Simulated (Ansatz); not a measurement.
The starting structures come from a database of crystals and need not be the phases stable at ambient conditions.

By PBEsol, the system below comes out a metal.

Input:

```
CELL_PARAMETERS angstrom
      3.15005     0.00000     0.00000
      0.00000     4.45484     0.00000
      0.00000     2.22742     2.22742
ATOMIC_POSITIONS crystal
  Zn 0.50000 0.50000 0.00000
  Au 0.00000 0.00000 0.00000
```

The cell is taken as given; by PBEsol it stands under a pressure of -2.8 GPa.

The current flows along the normal of the first two printed cell vectors, the (110) plane of the conventional cell. No spin-orbit coupling; the value is a mean over 0.1 eV about the Fermi level.

### Question
Predict the ballistic conductance per area from PBEsol (Ansatz, a first-principles code).

### Answer
0.89 × 10¹⁵ S/m² for both spins.
